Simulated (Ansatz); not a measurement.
## ZrSi2, pressure series

The reference is ZrSi2 (space group Cmcm, No. 63; a = 3.689 Å, b = 14.858 Å, c = 3.667 Å).

Cell and atoms are relaxed at each pressure.

Level of theory: r2SCAN, PAW, 500 eV (Ansatz, a quantum-chemistry and plane-wave program; scalar-relativistic without spin-orbit coupling).

Notes on the quantities. enthalpy: H = E + PV relative to the base's energy.

```tsv
change	enthalpy	shortest interatomic distance
base	–	2.393 Å
pressure −2 GPa	-0.21 eV/atom	2.399 Å
pressure −1 GPa	-0.10 eV/atom	2.396 Å
pressure 0.9 GPa	+0.09 eV/atom	2.390 Å
pressure 2.1 GPa	+0.22 eV/atom	2.386 Å
pressure 4.5 GPa	+0.46 eV/atom	2.380 Å
pressure 9 GPa	+0.91 eV/atom	2.370 Å
pressure 15 GPa	+1.49 eV/atom	2.360 Å
pressure 22.5 GPa	+2.19 eV/atom	2.350 Å
pressure 30 GPa	+2.86 eV/atom	2.342 Å
```

Load acts through the strain it causes; cell and atoms are relaxed under it. Whether these cells are dynamically stable was not tested. No other phases were tried under pressure. All final runs are without spin polarisation.
